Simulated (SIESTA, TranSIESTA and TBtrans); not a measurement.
Run with TranSIESTA and TBtrans (open boundaries, self-consistent; PseudoDojo norm-conserving potentials, scalar-relativistic): Spin polarized, PAO.BasisSize DZP, PAO.EnergyShift 0.15 eV, XC.Authors PBE, Mesh.Cutoff 200 Ry, ElectronicTemperature 300 K, TS.Voltage 0.0 eV, TBT.Elecs.Eta 0.001 eV.

System: Ta chain with one Sn atom in place of Ta. Leads: straight Ta chain, spacing 2.35 Å. Geometry: 3 atoms about the centre moved by SIESTA (PBE, DZP) to a largest force of 0.03 eV/Å, all others as built, motion along the axis alone. Transport runs along z; the first 6 and the last 6 of the 21 atoms are the lead cells, repeated to infinity.

```xyz
21
Lattice="9.000 0.000 0.000 0.000 9.000 0.000 0.000 0.000 49.750" Properties=species:S:1:pos:R:3 pbc="F F T"
Ta     4.500     4.500     0.000
Ta     4.500     4.500     2.350
Ta     4.500     4.500     4.700
Ta     4.500     4.500     7.050
Ta     4.500     4.500     9.400
Ta     4.500     4.500    11.750
Ta     4.500     4.500    14.100
Ta     4.500     4.500    16.450
Ta     4.500     4.500    18.800
Ta     4.500     4.500    21.052
Sn     4.500     4.500    23.700
Ta     4.500     4.500    26.348
Ta     4.500     4.500    28.600
Ta     4.500     4.500    30.950
Ta     4.500     4.500    33.300
Ta     4.500     4.500    35.650
Ta     4.500     4.500    38.000
Ta     4.500     4.500    40.350
Ta     4.500     4.500    42.700
Ta     4.500     4.500    45.050
Ta     4.500     4.500    47.400
```
Starting moments (μB): atom 7 +1, atom 8 +1, atom 9 +1, atom 10 +1, atom 12 +1, atom 13 +1, atom 14 +1, atom 15 +1; lead atoms +1 (left) and +1 (right).

Q: Give the largest eigenchannel transmissions at the Fermi level (four at most) and the total.

A: Up: 0.99, 0.99, 0.76, 0.0025 (total 2.75); down: 0.97, 0.97, 0.71 (total 2.66). The magnetic order of the leads was set by the start, and no other order was tried; the separate lead runs end at 1.06 (left) and 1.06 (right) μB an atom. The straight chain is held at its spacing; free chains may zigzag or dimerise. Spin-orbit coupling, left out here, matters for the heavy atoms.
